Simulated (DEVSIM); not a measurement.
Structure: illuminated Si p-on-n cell, one wavelength, at 300 K.

Layer 1 from the left is Si, thickness (μm) 0.120, Na (cm⁻³) 1.8e18, τn (s) 5.5e-6, τp (s) 5e-6, absorption coefficient (cm⁻¹) 6500. Layer 2 from the left is Si, thickness (μm) 29.0, Nd (cm⁻³) 2.4e15, τn (s) 6.2e-5, τp (s) 6.2e-5, absorption coefficient (cm⁻¹) 6500.

Left contact: ohmic, minority electron recombination velocity 50000 cm/s. Right contact: ohmic, minority hole recombination velocity 40000 cm/s. Voltage is applied to the left contact. Recombination: SRH at mid-gap, radiative, Auger. Light enters at the left, 2.5e16 photons cm⁻² s⁻¹, one pass, no reflection. Mobility is constant in doping.

Constants are typed, rounded textbook-type inputs, not results; the design itself was drawn at random and stands for no fabricated device. Values at 300 K.

Si: gap (eV) 1.124, affinity (eV) 4.05, permittivity 11.7, Nc (cm⁻³) 2.86e19, Nv (cm⁻³) 3.1e19, μn (cm²/Vs) 1417, μp (cm²/Vs) 470, B (cm³/s) 4.7e-15, Cn (cm⁶/s) 2.8e-31, Cp (cm⁶/s) 9.9e-32.

DEVSIM, 1D drift-diffusion, Boltzmann statistics, complete ionisation; no tunnelling, impact ionisation, image-force lowering or self-heating.

Dark forward current:

| |V| (V) | |J| (A/cm²) |
|---|---|
| 0.05 | 3.297e-10 |
| 0.10 | 1.965e-9 |
| 0.15 | 1.168e-8 |
| 0.20 | 7.451e-8 |
| 0.25 | 4.967e-7 |
| 0.30 | 3.381e-6 |
| 0.35 | 2.321e-5 |
| 0.40 | 0.0001600 |
| 0.45 | 0.001104 |
| 0.50 | 0.007604 |
| 0.55 | 0.05175 |
| 0.60 | 0.3295 |
| 0.65 | 1.719 |
| 0.70 | 6.930 |
| 0.75 | 23.38 |
| 0.80 | 71.28 |
| 0.85 | 199.2 |
| 0.90 | 491.6 |
| 0.95 | 1043 |
| 1.00 | 1922 |
| 1.05 | 3165 |

Task: Work out the local ideality factor n = ΔV / (kT/q · ln(J2/J1)) between the rows 0.15 and 0.20 V, 0.40 and 0.45 V, 1.00 and 1.05 V.

Result: kT/q = 25.85 mV. From 0.15 to 0.20 V: ln(7.451e-8/1.168e-8) = 1.853, n = 1.04, near the 1 of diffusion or emission over a barrier. From 0.40 to 0.45 V: ln(0.001104/0.0001600) = 1.932, n = 1.00, near the 1 of diffusion or emission over a barrier. From 1.00 to 1.05 V: ln(3165/1922) = 0.499, n = 3.88.

Task: What current could the absorbed light give at most, and what share is collected?

Result: Σ αd = 18.9, so qΦ(1 − exp(−Σ αd)) = 4.01 mA/cm². The simulated short-circuit current is 3.881 mA/cm², a share of 0.97.

Task: Estimate the open-circuit voltage by superposition: the voltage at which the dark current equals that short-circuit current.

Result: Interpolating ln J in the table gives 0.483 V. The simulation gives 0.482 V, the same within the digits that matter. Superposition holds where collection doesn't change with voltage.

Task: Estimate the fill factor from FF0 = (v − ln(v + 0.72))/(v + 1), v = qVoc/(nkT), with n from the dark curve.

Result: The rows about Voc, 0.45 and 0.50 V, give n = 1.00, so v = 18.6 and FF0 = 0.798. The simulation gives 0.793, the same within the digits that matter.
